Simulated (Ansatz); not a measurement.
**BN: energy against strain**

BN (layered hexagonal, P6_3/mmc, 8.997 Å³/atom at rest, c along z) under a strain ε along c (axis z), the other axes held. PBE-D3(BJ) in Ansatz, a plane-wave DFT program (PAW, default set), 420 eV, 15×15×5 Γ-centred mesh, Fermi-Dirac smearing 0.05 eV; ions are relaxed within the symmetry of each cell.

Here s stands for strain and y for E less E0.

| strain (%) | E less E0 (meV/atom) |
|---|---|
| -3.00 | ? |
| -1.20 | 0.12 |
| -0.60 | 0.02 |
| 0.00 | 0.00 |
| 0.60 | 0.03 |
| 1.20 | 0.12 |

The 5 complete rows are fitted with a parabola, y against s. Least squares gives y = -0.003 + 0.0017·s + 0.0853·s². Residuals (row less fit): 0.002, -0.007, 0.003, 0.001, -0.002; standard error 0.006 (degrees of freedom: 2). Twice the quadratic coefficient over the volume, 2 × 0.0853 meV × 10⁴ × 0.1602 / 8.997 Å³, is the elastic constant C33 = 30 ± 1.5 GPa.

Question: What does the fit predict for y at s = -3.00, and how far is the calculated value from it?

Answer: y = -0.003 + 0.0017 × (-3.0) + 0.0853 × (-3.0)² = 0.760 meV/atom. The calculation gives 0.81 meV/atom, 0.050 meV/atom above the prediction (6.2 % of the range of y in the table). The row lies outside the fitted rows, so this is an extrapolation. The fitted rows scatter only by rounding.

One order more, fitted to all 11 runs of the series, follows each within 0.01, so the miss is the next term of a smooth law. Rows are the converged runs of the series near zero and its far end; series whose fitted rows scatter by over a few per cent of the range, as at a crossing or softening among them, aren't shown in this form. Most that stay on the fit to the last digits aren't either.
